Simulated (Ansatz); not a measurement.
What Cu → Pd does to CuI

The reference is CuI in the zinc blende structure (space group F-43m, No. 216; a = 5.939 Å).

One thing is altered: every Cu is replaced by Pd; the structure is relaxed again.

Level of theory: Kohn–Sham DFT with the PBEsol functional, run in Ansatz (a first-principles code) with PAW and 420 eV plane waves, no SOC. k-mesh 13×13×13 (Γ-centred); smearing 0.05 eV (Fermi–Dirac), for the changed cell.

| quantity | base | changed | shift |
|---|---|---|---|
| volume per atom | 26.19 Å³ | 27.98 Å³ | +1.79 Å³ |
| lattice parameter a | 5.939 Å | 6.072 Å | +0.133 Å |
| space group | F-43m (No. 216) | F-43m (No. 216) | – |
| band gap | 1.17 eV | zero | – |

With I present, leaving out spin-orbit coupling can change the band edges. No phonon test of stability was made. As relaxed here, PdI is a hypothetical phase, not in the database extracts checked. The final runs are not spin-polarised. An odd electron count without spin: PdI. PdI has a high density of states at the Fermi level and may be magnetic at this level.
